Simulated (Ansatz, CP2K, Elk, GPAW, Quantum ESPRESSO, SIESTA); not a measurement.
# Code comparison for MgAl₂C₂ (P-3m1, 5 atoms in the cell)

Self-consistent single point.

```
Mg(AlC)2
1.0
    3.34691     0.00000     0.00000
   -1.67345     2.89851     0.00000
    0.00000     0.00000     5.74859
Mg Al C
1 2 2
Direct
  0.00000   0.00000   0.00000
  0.66667   0.33333   0.35001
  0.33333   0.66667   0.64999
  0.33333   0.66667   0.27008
  0.66667   0.33333   0.72992
```

Shared settings, as Ansatz (a quantum-chemistry and plane-wave program) writes them: kpoints.mp_grid.grid = 8 8 4; scf.occupations.method = fixed. Potentials and cutoffs stand in the table.

```tsv
code	model	pressure (GPa)	largest force (eV/Å)	gap on the mesh (eV)	cutoff
Ansatz	LDA (PW92), default PAW files made with PBE	-1.03	0.036	1.856	30.9 Ry
CP2K	LDA (Pade form), GPW, DZVP-MOLOPT-SR-GTH basis, GTH-PADE potentials (GTH_POTENTIALS)	-1.72	0.275	1.864	grid 1000 Ry
Elk	LDA (PW92), all-electron FP-LAPW, Elk's shipped species files, LAPW+lo basis	–	–	1.850	rgkmax 8
GPAW	LDA (Perdew-Wang 92), GPAW PAW datasets LDA (gpaw-data 1.0.1)	–	0.074	1.850	900 eV
Quantum ESPRESSO	LDA (PZ), GBRV 1.5 ultrasoft (LDA) pseudopotentials	-0.62	0.054	1.848	40 Ry
SIESTA	LDA PW92, numerical atomic orbitals DZP, PseudoDojo LDA standard norm-conserving potentials (rewritten from UPF to PSML)	2.16	0.094	1.827	grid 400 Ry
```

Size of the force on each atom (eV/Å): Sizes of forces hide their directions.

```json
[
 {"code": "Ansatz", "Mg1": "0.000", "Al2": "0.020", "Al3": "0.020", "C4": "0.036", "C5": "0.036"},
 {"code": "CP2K", "Mg1": "0.000", "Al2": "0.017", "Al3": "0.017", "C4": "0.275", "C5": "0.275"},
 {"code": "GPAW", "Mg1": "0.000", "Al2": "0.028", "Al3": "0.028", "C4": "0.074", "C5": "0.074"},
 {"code": "Quantum ESPRESSO", "Mg1": "0.000", "Al2": "0.022", "Al3": "0.022", "C4": "0.054", "C5": "0.054"},
 {"code": "SIESTA", "Mg1": "0.000", "Al2": "0.026", "Al3": "0.026", "C4": "0.094", "C5": "0.094"}
]
```

A dash marks a value that a program does not give, or that is left out as unsure.

Gaps are read on the mesh.

The spread over the programs that give each value: pressure within 3.88 GPa; largest force within 0.239 eV/Å; gap on the mesh within 0.037 eV.

CP2K and SIESTA use small atom-centred bases, whose incompleteness enters pressures, forces and empty levels differently from a plane-wave cutoff. Elk treats all electrons, but the usual bases taken here (sphere radii, linearisation, local orbitals, empty states) were not tested for convergence, so the values are no reference for the others. Ansatz's pressure is given at a fixed set of plane waves, as the other plane-wave codes print theirs; with its correction for the finite basis it is -0.75 GPa (the shift of 0.27 GPa shows how far the cutoff is from converged). The pressure of GPAW is left out: its cutoff lies under the one at which its stress was checked. The same LDA comes in different parametrisations, which differ slightly. In the pressure, SIESTA (by 2.98) lies more than 1 GPa from the median of the plane-wave programs. In the force vectors, CP2K (by 0.329) lies more than 0.08 eV/Å from the median of the plane-wave programs.

The starting cell comes from a database of computed structures (which also holds hypothetical and non-ambient phases and stackings), without a prior relaxation at this level. Its lattice was rescaled by a random factor within 2.5 % of one.

Left out of this page: ABINIT (with a known weakness of the program).

Keys are those of Ansatz 0.2.
